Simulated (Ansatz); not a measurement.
Take Sn (space group I4_1/amd, No. 141; a = 5.888 Å, c = 3.187 Å; relaxed with 0.1 eV smearing) as the base.

All numbers come from DFT with r2SCAN, PAW potentials and a 500 eV plane-wave cutoff in Ansatz (a program for electronic structure), no spin-orbit coupling, earlier PAW set.

Base values:

```
Property   Result
--------  -------
Pressure  0.0 GPa
```

One thing is altered: the cell is scaled by 1.0124 in all directions; the atoms relax in the strained cell.

Q: Estimate the effect on the energy relative to the base and pressure.

A: The energy grows by 6.1 meV/atom; the pressure (mean of the normal stresses, compression positive) goes from zero to -1.8 GPa.

Whether these cells are dynamically stable was not tested.
